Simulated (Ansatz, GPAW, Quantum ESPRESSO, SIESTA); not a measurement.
# Code comparison for SnO2 (P4_2/mnm, 6 atoms in the cell)

Self-consistent single point.

```
CELL_PARAMETERS angstrom
      4.74000     0.00000     0.00000
      0.00000     4.74000     0.00000
      0.00000     0.00000     3.19000
ATOMIC_POSITIONS crystal
  Sn 0.00000 0.00000 0.00000
  Sn 0.50000 0.50000 0.50000
  O  0.30700 0.30700 0.00000
  O  0.80700 0.19300 0.50000
  O  0.19300 0.80700 0.50000
  O  0.69300 0.69300 0.00000
```

Shared settings, as Ansatz (a program for electronic structure) writes them: kpoints.mp_grid.grid = 4 4 6; scf.occupations.method = fermi_dirac; scf.occupations.width = 0.01 eV. Potentials and cutoffs stand in the table.

```csv
code,model,pressure (GPa),largest force (eV/Å),gap on the mesh (eV),cutoff
SIESTA,"GGA PBE, numerical atomic orbitals TZP, PseudoDojo PBE standard norm-conserving potentials (rewritten from UPF to PSML)",13.55,0.165,0.978,grid 350 Ry
GPAW,"PBE, GPAW PAW datasets PBE (gpaw-data 1.0.1)",–,0.228,1.287,900 eV
Quantum ESPRESSO,"PBE, GBRV 1.5 ultrasoft (PBE) pseudopotentials",10.98,0.252,1.264,40 Ry
Ansatz,"PBE, default PAW files",9.71,0.247,1.254,default
```

A dash marks a value that a program does not give, or that is left out as unsure.

Gaps are read on the mesh.

The spread over the programs that give each value: pressure within 3.84 GPa; largest force within 0.087 eV/Å; gap on the mesh within 0.309 eV.

SIESTA uses small atom-centred bases, whose incompleteness enters pressures, forces and empty levels differently from a plane-wave cutoff. Ansatz's pressure is given at a fixed set of plane waves, as the other plane-wave codes print theirs; with its correction for the finite basis it is 10.56 GPa (the shift of 0.85 GPa shows how far the cutoff is from converged). The pressure of GPAW is left out: its cutoff lies under the one at which its stress was checked. In the pressure, SIESTA (by 3.21) lies more than 1 GPa from the median of the plane-wave programs. In the gap, SIESTA (by 0.285) lies more than 0.12 eV from the median of the plane-wave programs. In the force vectors, SIESTA (by 0.083) lies more than 0.08 eV/Å from the median of the plane-wave programs.

On the base mesh (4 4 5) the same programs gave: Ansatz pressure 9.71 GPa, gap on the mesh 1.254 eV; Quantum ESPRESSO pressure 10.97 GPa, gap on the mesh 1.264 eV; GPAW gap on the mesh 1.287 eV; SIESTA pressure 13.54 GPa, gap on the mesh 0.978 eV.

The starting cell has typed, rounded lattice constants, without a prior relaxation at this level.

Left out of this page: ABINIT (with a known weakness of the program); CP2K (on another mesh).

Keys are those of Ansatz 0.2.
